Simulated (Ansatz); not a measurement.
A computed series for hypothetical diamond Te: response to strain

The parent structure is Te in the diamond structure (space group Fd-3m, No. 227; a = 7.1865 Å; a hypothetical phase, not in the database extracts checked; relaxed with 0.1 eV smearing). Axes: x, y, z lie along the cube axes.

Strains are applied to the cell and any free atomic positions relax; under biaxial strain the out-of-plane vector relaxes too; under stress the whole cell relaxes.

Level of theory: PBE (Ansatz, a program for electronic structure), spin-orbit coupling left out.

Notes on the quantities. energy relative to the base: free energy F; pressure: mean of the normal stresses, compression positive.

| change | space group | shortest interatomic distance | energy relative to the base | pressure |
|---|---|---|---|---|
| base | Fd-3m (No. 227) | 3.112 Å | 0 meV/atom | 0.0 GPa |
| biaxial strain +2.15 %, plane normal [001], relaxed out of plane | I4_1/amd (No. 141) | 3.083 Å | -6.3 meV/atom | 0.8 GPa |
| biaxial strain −1.13 %, plane normal [110], relaxed out of plane | Imma (No. 74) | 2.853 Å | -143 meV/atom | -0.6 GPa |
| isotropic strain −1.44 % | Fd-3m (No. 227) | 3.067 Å | +7.5 meV/atom | 1.3 GPa |
| isotropic strain +0.56 % | Fd-3m (No. 227) | 3.129 Å | +1.1 meV/atom | -0.4 GPa |
| isotropic strain +2.43 % | Fd-3m (No. 227) | 3.187 Å | +19 meV/atom | -1.6 GPa |
| uniaxial strain ε_yy = +1.14 % | I4_1/amd (No. 141) | 3.124 Å | +0.4 meV/atom | -0.3 GPa |
| uniaxial stress, 3 GPa tension along x | I4_1/amd (No. 141) | 3.133 Å | -160 meV/atom | – |
| tensor shear ε_yz = +0.85 % | Imma (No. 74) | 2.839 Å | -122 meV/atom | 0.9 GPa |
| uniaxial stress, 0.5 GPa tension along z | I4_1/amd (No. 141) | 3.098 Å | -171 meV/atom | – |

Stability under load was not tested beyond the relaxation. Under biaxial strain +2.15 %, plane normal [001], relaxed out of plane, biaxial strain −1.13 %, plane normal [110], relaxed out of plane and tensor shear ε_yz = +0.85 % the cell ends below the base's energy or with stress of the wrong sign: the atoms slid into a distortion or the cell is elastically unstable, so the base is not a stable minimum at this level. Under uniaxial stress, 3 GPa tension along x and uniaxial stress, 0.5 GPa tension along z the cell changed shape so far that it is another structure.
